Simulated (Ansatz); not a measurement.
Structures of equal composition on the (110) surface of bcc Nb: a layer of Zn in place of the second plane; a layer of Zn in place of the third plane. The slabs share one bottom face, and each structure is named by its start. These are constructed structures in small cells; real faces may alloy, dewet or reconstruct in larger ones, and not all known structures of the face are among them. Slabs of about 12 Å with all that they carry, Fermi-Dirac smearing of 0.1 eV. Bottom of the slabs: a bare face, its two planes held. Relaxed from the named starts with such symmetry as they have, on meshes of like density; energies extrapolated to zero smearing; no spin-orbit coupling, no U. Spin-polarised runs, if any, are marked in brackets, and their order is one that fits the cell; the others ran without spin.

Level of theory: PBE (plane waves to 420 eV, PAW; Ansatz, a first-principles code).

Problem. Rank these by energy per 1x1 cell (lowest first), as PBE gives it.

Solution. a layer of Zn in place of the third plane (0.000 eV), a layer of Zn in place of the second plane (0.343 eV)
